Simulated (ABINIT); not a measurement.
Worked example: self-consistent single point of GaP (F-43m, 2 atoms in the cell) in ABINIT.

Computed with PBE, norm-conserving pseudopotentials (PseudoDojo nc-sr-05 PBE standard) (plane waves; ABINIT 10.0.3).

The change in words: lattice scaled by 0.98. Reference geometry:
```xyz
2
Lattice="0.0000 2.7250 2.7250 2.7250 0.0000 2.7250 2.7250 2.7250 0.0000" Properties=species:S:1:pos:R:3 pbc="T T T"
Ga     0.0000     0.0000     0.0000
P      1.3625     1.3625     1.3625
```

Reference input (self-consistent single point, DFT, PBE, plane waves, norm-conserving pseudopotentials (PseudoDojo nc-sr-05 PBE standard)): pseudos = [Ga.upf, P.upf]; ecut = 40 Ha; ixc = 11; occopt = 3; tsmear = 0.00036749 Ha; ngkpt = 5 5 5; nshiftk = 1; shiftk = 0 0 0; potentials = PseudoDojo nc-sr-05 PBE standard; nband = 14; kptopt = 1; nstep = 80. This run's input differs from it in these lines:

```diff
@@ -5,5 +5,5 @@
 rprim
-        -0.0000000000    2.7250000000    2.7250000000
-         2.7250000000   -0.0000000000    2.7250000000
-         2.7250000000    2.7250000000   -0.0000000000
+        -0.0000000000    2.6705000000    2.6705000000
+         2.6705000000   -0.0000000000    2.6705000000
+         2.6705000000    2.6705000000   -0.0000000000
 natom 2
```

Log, with long lists cut:

```
--- !BeginCycle
solver: {iscf: 7, nstep: 80, nline: 4, wfoptalg: 0, }
tolerances: {toldfe: 1.00E-09, }
...

     iter   Etot(hartree)      deltaE(h)  residm     vres2
 ETOT  1  -82.194066541996    -8.219E+01 5.499E-01 8.004E+02
 ETOT  2  -83.315351902149    -1.121E+00 1.852E-02 9.306E+02
 ETOT  3  -83.410383236481    -9.503E-02 2.767E-03 1.186E+02
 ETOT  4  -83.423537724985    -1.315E-02 1.019E-03 3.356E+00
 ETOT  5  -83.423916331240    -3.786E-04 1.595E-04 3.014E-03
   [... 2 lines left out ...]
 ETOT  8  -83.423916546167    -9.062E-08 3.464E-04 8.834E-06
 ETOT  9  -83.423916547226    -1.060E-09 3.356E-05 1.096E-06
 ETOT 10  -83.423916547352    -1.259E-10 1.857E-04 3.336E-10
 ETOT 11  -83.423916547358    -5.457E-12 1.754E-05 8.480E-12
 At SCF step   11, etot is converged :
  for the second time, diff in etot=  5.457E-12 < toldfe=  1.000E-09

 Cartesian components of stress tensor (hartree/bohr^3)
  sigma(1 1)= -3.01759934E-04  sigma(3 2)=  0.00000000E+00
  sigma(2 2)= -3.01759934E-04  sigma(3 1)=  0.00000000E+00
  sigma(3 3)= -3.01759934E-04  sigma(2 1)=  0.00000000E+00

 ----iterations are completed or convergence reached----

 reduced coordinates (array xred) for    2 atoms
       0.000000000000      0.000000000000      0.000000000000
       0.250000000000      0.250000000000      0.250000000000
 cartesian forces (eV/Angstrom) at end:
    1     -0.00000000000000    -0.00000000000000    -0.00000000000000
    2     -0.00000000000000    -0.00000000000000    -0.00000000000000
 frms,max,avg= 0.0000000E+00 0.0000000E+00   0.000E+00  0.000E+00  0.000E+00 e/A
   [... lines left out ...]
 Fermi (or HOMO) energy (hartree) =   0.19902   Average Vxc (hartree)=  -0.37127
 Fermi (or HOMO) energy (eV) =   5.41555   Average Vxc (eV)= -10.10282
   [... lines left out ...]
total_energy        : -8.34239165473578E+01
total_energy_eV     : -2.27008021627476E+03
band_energy         : -3.64911921518680E+00
...

-Cartesian components of stress tensor (GPa)         [Pressure=  8.8781E+00 GPa]
- sigma(1 1)= -8.87808226E+00  sigma(3 2)=  0.00000000E+00
- sigma(2 2)= -8.87808226E+00  sigma(3 1)=  0.00000000E+00
- sigma(3 3)= -8.87808226E+00  sigma(2 1)=  0.00000000E+00

 Calculation completed.
```

The run converged in 11 iterations. Against the reference run the free energy goes up by 42.1 meV/atom, the pressure goes from 2.72 to 8.88 GPa and the gap on the mesh goes from 1.597 to 1.489 eV.

The starting cell has typed, rounded lattice constants, without a prior relaxation at this level. For this run, on top of that: lattice scaled by 0.98. With a pressure of about 9 GPa the cell is away from its equilibrium volume at this level.
